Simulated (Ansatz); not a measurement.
Ansatz (a quantum-chemistry and plane-wave program) run on WC (P3m1, 2 atoms in the cell): relaxation of the atoms.

Method of the run: LDA (PW92), default PAW files made with PBE (plane waves; Ansatz).

The change in words: one atom moved by 0.15 angstrom; relax: default → atoms; relax.f_tol: default → 0.02 eV/Å. Reference geometry:
```
WC
1.0
    1.46227    -2.53274     0.00000
    1.46227     2.53274     0.00000
    0.00000     0.00000     2.85420
W C
1 1
Cartesian
  0.00000   0.00000   0.00000
  1.46227   0.84425   1.42710
```

Reference input (self-consistent single point, DFT, LDA (PW92), plane waves, default PAW files made with PBE): basis.ecutwfc = 420 eV; kpoints.mp_grid.grid = 13 13 12; hamiltonian.xc = lda; hamiltonian.pseudopotentials = {kind: paw} (the program's default PAW files); scf.occupations.method = gaussian; scf.occupations.width = 0.1 eV. This run's input differs from it in these lines:

```diff
@@ -6,3 +6,3 @@
   atoms:
-    - { symbol: W, position: [0.000000, 0.000000, 0.000000] }
+    - { symbol: W, position: [0.000000, 0.000000, 0.052554] }
     - { symbol: C, position: [0.333333, 0.666667, 0.500000] }
@@ -17,2 +17,4 @@
   occupations: { method: gaussian, width: 0.1 eV }
+relax:
+  f_tol: 0.02
 output:
```

The program printed (abridged):

```
   [... SCF lines of the steps left out ...]
relax step   1: F+E_penalty+E_count = -10373.15296928 eV  Δ(F+E_penalty+E_count) = +0.000e0 eV  max|allowed force component| = 1.914e0 eV/Å  Δτ_max = 0.0000 Å  (6 SCF iters, dr2 threshold 1.00e-5 eV, accepted)
relax step   2: F+E_penalty+E_count = -10373.26196364 eV  Δ(F+E_penalty+E_count) = -1.090e-1 eV  max|allowed force component| = 8.811e-1 eV/Å  Δτ_max = 0.0391 Å  (6 SCF iters, dr2 threshold 1.00e-4 eV, accepted)
relax step   3: F+E_penalty+E_count = -10373.29324955 eV  Δ(F+E_penalty+E_count) = -3.129e-2 eV  max|allowed force component| = 1.019e-2 eV/Å  Δτ_max = 0.0355 Å  (6 SCF iters, dr2 threshold 4.85e-5 eV, accepted)
relax step   4: F+E_penalty+E_count = -10373.29324955 eV  Δ(F+E_penalty+E_count) = -3.092e-11 eV  max|allowed force component| = 1.021e-2 eV/Å  Δτ_max = 0.0000 Å  (6 SCF iters, accepted)
the relaxation is at rest under the 6 symmetry operations that the run kept from its start: a minimum is not shown …
Stability not checked: this state was not tested for a lower state beside it, because too few of the mixer's solves of this state at the end of the SCF gave a …
Free energy (F): -10373.293250 eV
Internal energy: -10373.291346 eV  (E = F + TS)
E sigma→0 (E₀):  -10373.292298 eV
Entropy (-TS):   -0.001903 eV (-0.952 meV/atom)
Fermi energy:    19.817201 eV
--- Forces (eV/Å), atoms counted from 1 ---
  atom   1  W      0.00000000    -0.00000000    -0.01020978
   [... lines left out ...]
--- Relaxed structure (4 steps of the walk, 4 accepted, 0 SCFs on fresh bases) ---
  F+E_penalty+E_count = -10373.29324955 eV   max|allowed force component| = 1.021e-2 eV/Å
  atoms:
    - { symbol: W, position: [-1.8503699430566208e-17, -1.850372590034581e-17, 0.026425949940858607] }
    - { symbol: C, position: [0.33333333333333337, 0.6666666666666666, 0.5261280500591413] }
```

The run converged.  The full log also holds: “iter 5 did not close the SCF: its close was put off for the readings that it lacked (scf_convergence_deferred on its scf_iter line)”. The full log also holds: “iter 5 did not close the SCF: its close was put off for the readings that it lacked (scf_convergence_deferred on its scf_iter line)”.

Summary of the result:
```
Item                                                      Value
-----------------------------------------------  --------------
Free energy E − TS (on the zero of these files)  -10373.2932 eV
Fermi level (on the code's own zero)                   19.82 eV
Pressure                                             -16.75 GPa
Largest force (vector length)                        0.010 eV/Å
Relaxation steps                                              4
```

The starting cell has typed, rounded lattice constants, without a prior relaxation at this level. Its lattice was rescaled by up to half a per cent. For this run, on top of that: one atom moved by 0.15 angstrom. Spin polarisation is off. The relaxation keeps the symmetry of its start, so its end need not be a minimum. Ansatz's pressure includes its estimate of the finite-basis (Pulay) stress.

Keys are those of Ansatz 0.2.
